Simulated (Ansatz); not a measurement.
The parent structure is C in the diamond structure (space group Fd-3m, No. 227; a = 3.5317 Å). Axes: x, y, z lie along the cube axes.

Level of theory: plane-wave PAW DFT at the LDA level (Ansatz, a program for electronic structure, 420 eV), spin-orbit coupling left out.

Strains are applied to the cell and any free atomic positions relax.

One change was made to it. Results:

```tsv
quantity	base	after
smallest direct gap	5.62 eV	5.47 eV
pressure (mean of the normal stresses, compression positive)	0.0 kbar	47.8 kbar
```

Problem. Which of these changes matches the shifts?
(A) uniaxial strain ε_zz = −1.50 %
(B) uniaxial strain ε_zz = +2.00 %
(C) uniaxial strain ε_zz = +2.50 %
(D) uniaxial strain ε_zz = −1.00 %
(E) uniaxial strain ε_zz = −2.00 %

Solution. D, uniaxial strain ε_zz = −1.00 %. For comparison, the smallest direct gap in the other runs: uniaxial strain ε_zz = −1.50 % gives 5.39 eV; uniaxial strain ε_zz = −2.00 % gives 5.31 eV; uniaxial strain ε_zz = +2.50 % gives 5.33 eV; uniaxial strain ε_zz = +2.00 % gives 5.39 eV.

Whether these cells are dynamically stable was not tested.
